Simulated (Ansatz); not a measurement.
Cells marked so need not be the phases stable at ambient conditions, and some may be hypothetical.

The gap is the functional's own, uncorrected, and κ follows it; spin-orbit coupling is left out. Mid-gap values are interpolated between the computed energies.

A. NbNO (I4_1md, not sure to be the ambient phase, 6 atoms a cell, 13.8 Å³ an atom, -11 GPa at this level), along the normal of (001)
B. LiTaO3 (P4/mbm, not sure to be the ambient phase, 10 atoms a cell, 11.7 Å³ an atom, -5 GPa at this level), along the normal of (110)
C. ZnSnO3 (R3c, not sure to be the ambient phase, 10 atoms a cell, 11.8 Å³ an atom, -7 GPa at this level), along the normal of (001)

**Question.** Order them by mid-gap decay constant of the slowest evanescent state (lowest first) at the level PBEsol run with Ansatz (a first-principles code).

**Answer.** C (0.12 1/Å), B (0.26 1/Å), A (0.31 1/Å)
